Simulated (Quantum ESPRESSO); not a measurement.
Worked example: self-consistent single point of CdSe (F-43m, 2 atoms in the cell) in Quantum ESPRESSO.

Method: PBE, SSSP 1.1.2 efficiency (PBE) pseudopotentials (plane waves; Quantum ESPRESSO).

The change in words: lattice scaled by 0.98. Reference geometry:
```xyz
2
Lattice="0.0000 3.0954 3.0954 3.0954 0.0000 3.0954 3.0954 3.0954 0.0000" Properties=species:S:1:pos:R:3 pbc="T T T"
Cd     0.0000     0.0000     0.0000
Se     4.6432     4.6432     4.6432
```

Reference input (self-consistent single point, DFT, PBE, plane waves, SSSP 1.1.2 efficiency (PBE) pseudopotentials): ecutwfc = 45 Ry; ecutrho = 360 Ry; occupations = fixed; potentials = {Cd: Cd.pbe-dn-rrkjus_psl.0.3.1.UPF, Se: Se_pbe_v1.uspp.F.UPF}; K_POINTS = automatic 6 6 6 0 0 0; nbnd = 11; conv_thr = 1e-10 Ry; mixing_beta = 0.7. This run's input differs from it in these lines:

```diff
@@ -25,8 +25,8 @@
 CELL_PARAMETERS angstrom
-   0.0000000000     3.0954460000     3.0954460000
-   3.0954460000     0.0000000000     3.0954460000
-   3.0954460000     3.0954460000     0.0000000000
+   0.0000000000     3.0335370000     3.0335370000
+   3.0335370000     0.0000000000     3.0335370000
+   3.0335370000     3.0335370000     0.0000000000
 ATOMIC_POSITIONS angstrom
 Cd    0.0000000000    0.0000000000    0.0000000000
-Se    4.6431690000    4.6431690000    4.6431690000
+Se    4.5503055000    4.5503055000    4.5503055000
 K_POINTS automatic
```

Output, abridged:

```
     Self-consistent Calculation

     iteration #  1     ecut=    45.00 Ry     beta= 0.70

     Threshold (ethr) on eigenvalues was too large:
     Diagonalizing with lowered threshold

     total energy              =    -165.91380901 Ry
     estimated scf accuracy    <       0.06142114 Ry

     iteration #  2     ecut=    45.00 Ry     beta= 0.70

     total energy              =    -165.93030311 Ry
     estimated scf accuracy    <       0.01342572 Ry

     iteration #  3     ecut=    45.00 Ry     beta= 0.70

     total energy              =    -165.93324601 Ry
     estimated scf accuracy    <       0.00109226 Ry

   [... 6 blocks of this kind left out ...]

     iteration # 10     ecut=    45.00 Ry     beta= 0.70

     total energy              =    -165.93356021 Ry
     estimated scf accuracy    <          3.4E-10 Ry

     iteration # 11     ecut=    45.00 Ry     beta= 0.70
     End of self-consistent calculation

     highest occupied, lowest unoccupied level (ev):     5.2397    5.8365

!    total energy              =    -165.93356021 Ry
     estimated scf accuracy    <          8.5E-12 Ry

     convergence has been achieved in  11 iterations

     Forces acting on atoms (cartesian axes, Ry/au):

     atom    1 type  1   force =     0.00000000    0.00000000    0.00000000
     atom    2 type  2   force =     0.00000000    0.00000000    0.00000000

     Total force =     0.000000     Total SCF correction =     0.000000

          total   stress  (Ry/bohr**3)                   (kbar)     P=       26.99
   0.00018348   0.00000000   0.00000000           26.99        0.00        0.00
  -0.00000000   0.00018348  -0.00000000           -0.00       26.99       -0.00
   0.00000000  -0.00000000   0.00018348            0.00       -0.00       26.99

   JOB DONE.
```

The run converged in 11 iterations. Against the reference run the free energy goes up by 18.3 meV/atom, the pressure goes from -0.47 to 2.70 GPa and the gap on the mesh goes from 0.474 to 0.597 eV.

The starting cell comes from a database of computed structures (which also holds hypothetical and non-ambient phases and stackings), without a prior relaxation at this level. Its lattice was rescaled by a random factor within 2.5 % of one. For this run, on top of that: lattice scaled by 0.98.
